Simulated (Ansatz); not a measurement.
We consider HfO2 (P4₂/mnm, No. 136, 6 atoms in the cell; start mp-776532; a measured phase of this formula has another space group), described by r²SCAN in Ansatz (plane waves, PAW).

Run with plane-wave cutoff 560 eV, 8×8×10 k mesh (along the axes of the cell as run), Fermi–Dirac smearing 0.01 eV, scalar-relativistic PAW data made under PBE.

Cell (relaxed at this level):

Space group P4₂/mnm (No. 136); a = 4.838 Å, b = 4.838 Å, c = 3.220 Å, α = 90.00°, β = 90.00°, γ = 90.00°

```tsv
atom	site	symmetry	x	y	z
Hf	2a	m.mm	0.0000	0.0000	0.0000
O	4f	m.2m	0.3051	0.3051	0.0000
```

### Question
Predict the band gap.

### Answer

* **band gap**: 4.53 eV

Spin–orbit coupling is not included.

Computed values are for the static lattice.

A start named mp-… is a Materials Project structure, which need not be a measured phase.

Ansatz is a quantum-chemistry and plane-wave program.
